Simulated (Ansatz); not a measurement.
Data:

End structure of Cu on the 1x1 (110) surface of bcc Ta, one in a 1x1 cell, started at the site 'bridge Ta-Ta (span 3.3 Å)':

```xyz
5
Lattice="2.8744 0.0000 0.0000 -0.9581 2.7100 0.0000 0.0000 0.0000 26.5000" Properties=species:S:1:pos:R:3 pbc="T T T"
Ta     0.9581     1.3550     9.8356
Ta     0.0000     0.0000    12.0695
Ta     0.9581     1.3550    14.4246
Ta     0.0000     0.0000    16.7326
Cu     0.9581     1.3550    18.7402
```

Slab: 5 atoms, 6.8 Å thick at the start under the adsorbate (thin: gaps and levels are the slab's own); k 10x10x1, smearing 0.1 eV, dipole-corrected; 2 atoms held, the rest relaxed; held to the start's symmetry, so lower structures may exist; no spin, no spin-orbit, no U, no dispersion correction. At the end it is bonded to 4 Ta. In PBE it is, or lies within 0.03 eV of, the lowest of the starts that converged.

A negative adsorption energy means that the adsorbate is more stable on the surface than in its reference.

### Question
What is the computed change of the step from the bottom to the top vacuum level, against the clean slab (PBE (Ansatz, a program for electronic structure))?

### Answer
-0.93 eV

### Question
What is the computed work function of the top face (PBE)?

### Answer
3.78 eV

### Question
What adsorption energy against an atom of fcc Cu does PBE give?

### Answer
-0.19 eV

### Question
Estimate the change of the work function that PBE returns for this input.

### Answer
-0.99 eV
